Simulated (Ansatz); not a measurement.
Input:

```yaml
crystal:
  lattice:
    - [0.00000, 2.92251, 2.98096]
    - [2.92251, 0.00000, 2.98096]
    - [2.92251, 2.92251, 0.00000]
  atoms:
    - { symbol: Pb, position: [0.00000, 0.00000, 0.00000] }
    - { symbol: S, position: [0.50000, 0.50000, 0.50000] }
```

No spin polarisation.

All numbers come from LDA (Ansatz, an electronic-structure program; PAW; 420 eV plane waves; no spin-orbit coupling). k-mesh 10×10×10 (Γ-centred); smearing 0.05 eV (Fermi–Dirac).

Q: What stress (xx, yy, zz, yz, xz, xy; compression positive) does the calculation give?

A: (-0.31, -0.31, -2.85, 0.00, 0.00, 0.00) GPa.

Q: Estimate the band gap.

A: 0.13 eV.

Q: Predict the space group.

A: I4/mmm (No. 139).

Spin-orbit coupling, missing from the scalar runs, can matter with Pb. The cells carry an imposed strain or load. Stability against distortions was not tested. The cell was made from PbS in the rock salt structure (space group Fm-3m, No. 225) by this change: uniaxial strain ε_zz = +2.00 %. The zero or small gap of PbS can change with the level of theory.
